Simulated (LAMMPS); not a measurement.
MD of Ni3Al (L1_2) at zero pressure, 4000 atoms, as a crystal; each row is its own run.

All values are model results, not measurements: classical MD, pair style eam/alloy, file NiAlH_jea.eam.alloy; code LAMMPS.

| T (K) | volume (Å³/atom) |
|---|---|
| 200 | 11.453 |
| 300 | 11.508 |
| 740 | 11.785 |
| 990 | 11.957 |
| 1480 | 12.305 |
| 1730 | 12.492 |
| 1980 | 12.711 |

Question: Fit a straight line, y = a + b x, to these rows (x is the first column, y the second) and predict the run at x = 1240.

Answer: Least squares gives a = 11.288 and b = 0.0007002. At x = 1240 the fit predicts 12.156 Å³/atom. The run itself gave 12.1316 ± 0.0005 Å³/atom, so the fit is 0.2 % high.

Caution (rows 1730; 1980): this crystal lies over the melting point of about 1570 K that EAM-type NiAlH_jea.eam.alloy gives, so it is superheated.
